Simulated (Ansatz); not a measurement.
Given:

Host crystal: wurtzite GaN, with a band gap (PBE, scalar-relativistic without spin-orbit coupling).

End structure of Nb on a Ga site (surface) in a 2x2 cell of the 1x1 (10-10) surface of wurtzite GaN (cut with top plane Ga + N):

```yaml
crystal:
  lattice:
    - [6.43695, 0.00000, 0.00000]
    - [0.00000, 10.48619, 0.00000]
    - [0.00000, 0.00000, 28.50000]
  atoms:
    - { symbol: Ga, position: [0.25000, 0.51406, 0.34683] }
    - { symbol: Ga, position: [0.25000, 0.01406, 0.34683] }
    - { symbol: Ga, position: [0.75000, 0.51406, 0.34683] }
    - { symbol: Ga, position: [0.75000, 0.01406, 0.34683] }
    - { symbol: N, position: [0.25000, 0.18665, 0.33765] }
    - { symbol: N, position: [0.25000, 0.68665, 0.33765] }
    - { symbol: N, position: [0.75000, 0.18665, 0.33765] }
    - { symbol: N, position: [0.75000, 0.68665, 0.33765] }
    - { symbol: Ga, position: [0.00000, 0.24634, 0.36591] }
    - { symbol: Ga, position: [0.00000, 0.74634, 0.36591] }
    - { symbol: Ga, position: [0.50000, 0.24634, 0.36591] }
    - { symbol: Ga, position: [0.50000, 0.74634, 0.36591] }
    - { symbol: N, position: [0.00000, 0.43417, 0.36879] }
    - { symbol: N, position: [0.00000, 0.93417, 0.36879] }
    - { symbol: N, position: [0.50000, 0.43417, 0.36879] }
    - { symbol: N, position: [0.50000, 0.93417, 0.36879] }
    - { symbol: Ga, position: [0.00007, 0.49979, 0.43639] }
    - { symbol: Ga, position: [0.00005, 0.00029, 0.43649] }
    - { symbol: Ga, position: [0.49993, 0.49979, 0.43639] }
    - { symbol: Ga, position: [0.49995, 0.00029, 0.43649] }
    - { symbol: N, position: [0.99990, 0.18729, 0.43483] }
    - { symbol: N, position: [0.99984, 0.68705, 0.43479] }
    - { symbol: N, position: [0.50010, 0.18729, 0.43483] }
    - { symbol: N, position: [0.50016, 0.68705, 0.43479] }
    - { symbol: Ga, position: [0.25000, 0.24687, 0.46691] }
    - { symbol: Ga, position: [0.25000, 0.74762, 0.46631] }
    - { symbol: Ga, position: [0.75000, 0.24691, 0.46690] }
    - { symbol: Ga, position: [0.75000, 0.74756, 0.46646] }
    - { symbol: N, position: [0.25000, 0.43603, 0.46722] }
    - { symbol: N, position: [0.25000, 0.93625, 0.46738] }
    - { symbol: N, position: [0.75000, 0.43603, 0.46725] }
    - { symbol: N, position: [0.75000, 0.93624, 0.46737] }
    - { symbol: Ga, position: [0.25000, 0.49702, 0.53305] }
    - { symbol: Ga, position: [0.25000, 0.99882, 0.53340] }
    - { symbol: Ga, position: [0.75000, 0.49711, 0.53301] }
    - { symbol: Ga, position: [0.75000, 0.99813, 0.53334] }
    - { symbol: N, position: [0.25000, 0.18679, 0.53293] }
    - { symbol: N, position: [0.25000, 0.68583, 0.53242] }
    - { symbol: N, position: [0.75000, 0.18652, 0.53312] }
    - { symbol: N, position: [0.75000, 0.68597, 0.53284] }
    - { symbol: Ga, position: [0.99922, 0.24981, 0.56505] }
    - { symbol: Ga, position: [0.00088, 0.74928, 0.56347] }
    - { symbol: Ga, position: [0.50078, 0.24981, 0.56505] }
    - { symbol: Ga, position: [0.49912, 0.74928, 0.56347] }
    - { symbol: N, position: [0.99994, 0.43684, 0.56466] }
    - { symbol: N, position: [0.00016, 0.93667, 0.56503] }
    - { symbol: N, position: [0.50006, 0.43684, 0.56466] }
    - { symbol: N, position: [0.49984, 0.93667, 0.56503] }
    - { symbol: Ga, position: [0.99236, 0.49125, 0.63200] }
    - { symbol: Ga, position: [0.99521, 0.99455, 0.63312] }
    - { symbol: Ga, position: [0.50764, 0.49125, 0.63200] }
    - { symbol: Ga, position: [0.50479, 0.99455, 0.63312] }
    - { symbol: N, position: [0.99992, 0.18545, 0.63137] }
    - { symbol: N, position: [0.00501, 0.68078, 0.63146] }
    - { symbol: N, position: [0.50008, 0.18545, 0.63137] }
    - { symbol: N, position: [0.49499, 0.68078, 0.63146] }
    - { symbol: Nb, position: [0.25000, 0.23793, 0.66390] }
    - { symbol: Ga, position: [0.25000, 0.76635, 0.65363] }
    - { symbol: Ga, position: [0.75000, 0.25846, 0.67640] }
    - { symbol: Ga, position: [0.75000, 0.75660, 0.65297] }
    - { symbol: N, position: [0.25000, 0.41384, 0.65616] }
    - { symbol: N, position: [0.25000, 0.94067, 0.66225] }
    - { symbol: N, position: [0.75000, 0.43752, 0.66259] }
    - { symbol: N, position: [0.75000, 0.92983, 0.66117] }
```

Set-up: 64 atoms, 9.3 Å thick at the start (thin: gaps and levels are the slab's own); mesh 3x2x1; 0.01 eV smearing; dipole correction on; 16 atoms held, the rest relaxed; held to the start's symmetry, so lower structures may exist; spin-polarised, no spin-orbit, no U. The starting moment vanished.

### Question
Predict the change of the step from the bottom to the top vacuum level, against the clean slab from PBE (Ansatz, an electronic-structure program).

### Answer
0.14 eV

### Question
Estimate the formation energy against alpha gallium, bcc Nb that PBE returns for this input.

### Answer
18 kJ/mol
